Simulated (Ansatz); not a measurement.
Consider a periodic stack without vacuum, tetragonal MoSi2 (1 1 0) on zinc-blende BN (1 1 1) (film strained to the substrate, started from cuts of the bulks and a machine-learned relaxation; slabs B21N21 and Mo4Si8, which can lie off the formulas): substrate slab B21N21, film Mo4Si8, surface cells [[1, -2], [1, 1]] and [[-1, -1], [1, 0]], film strained by -2.4 and -2.3 %, outermost planes B/N and MoSi/MoSi as cut, which need not be the usual terminations and can put a slab off its formula. Its start:

```xyz
54
Lattice="4.4395 0.0000 -0.0331 -2.2197 3.8447 0.0245 0.7481 -1.5504 25.1257" Properties=species:S:1:pos:R:3 pbc="T T T"
B     -0.2030     0.1574     1.4110
B      2.0191     1.4492     1.5234
B     -0.2053     2.7239     1.3641
B     -0.9148     1.4623     3.5417
B      1.2915     2.7473     3.5267
B      1.2947     0.1722     3.5239
B     -1.6485     2.7531     5.6368
B      2.7915     0.1903     5.5983
B      0.5722     1.4716     5.6181
B     -0.1536     0.1938     7.7117
B      2.0663     1.4754     7.6981
B     -0.1537     2.7569     7.7167
B     -0.8777     1.4735     9.8141
B      1.3419     2.7552     9.7992
B      1.3419     0.1920     9.7939
B     -1.6010     2.7498    11.9197
B      2.8383     0.1851    11.8815
B      0.6197     1.4676    11.9007
B     -0.1098     0.1906    14.0109
B      2.1320     1.4605    13.9963
B     -0.1112     2.7288    14.0167
N     -0.9362     1.4465     1.8735
N      1.2740     2.7299     1.8595
N      1.2832     0.1649     1.8501
N     -1.6613     2.7420     4.0156
N      2.7805     0.1822     3.9783
N      0.5635     1.4612     3.9974
N     -0.1647     0.1908     6.1104
N      2.0552     1.4724     6.0968
N     -0.1650     2.7538     6.1154
N     -0.8898     1.4751     8.2185
N      1.3298     2.7567     8.2040
N      1.3299     0.1935     8.1987
N     -1.6140     2.7544    10.3201
N      2.8254     0.1903    10.2817
N      0.6065     1.4724    10.3010
N     -0.1185     0.1870    12.3946
N      2.1065     1.4659    12.3803
N     -0.1185     2.7442    12.3998
N     -0.8374     1.4560    14.5200
N      3.6006    -1.1061    14.4365
N      1.3823     0.1752    14.4549
Mo    -0.7870     1.4028    16.9471
Mo     2.5628    -0.5383    19.0261
Mo    -0.6982     1.4864    21.5312
Mo     2.6753    -0.3047    23.5096
Si     1.4274     2.6881    16.5912
Si     1.4376     0.1170    16.5843
Si     0.3313     0.7433    19.1892
Si     2.5635     2.0168    19.1851
Si     1.5318     2.7566    21.3754
Si     1.5063     0.2099    21.3336
Si     0.4516     0.9851    24.1678
Si     2.6954     2.2533    24.0640
```

The start was prepared with a machine-learned potential, and the result is one local minimum, with the in-plane cell held and forces under 0.04 eV/Å; the film can end far from its bulk form.

Method: PBE (plane waves to 420 eV, PAW; Ansatz, a first-principles code). No spin–orbit coupling; the runs are not spin-polarised; PBE gaps are too small against experiment. Its k-point mesh 7×7×1, Fermi–Dirac width 0.05 eV.

Problem. Predict the relaxed interface.

Solution. The interface area is 17.1 Å² and the period is 24.29 Å. The heights between the nearest atoms of the two slabs at the two interfaces is 1.85 and 2.14 Å. The B–Mo contacts across the interfaces within 1.22 times the sum of covalent radii comes out as 3, mean 2.58 Å and the N–Si contacts across the interfaces within 1.22 times the sum of covalent radii is 2, mean 1.88 Å. The Mo–N contacts across the interfaces within 1.22 times the sum of covalent radii is 1, mean 2.26 Å.
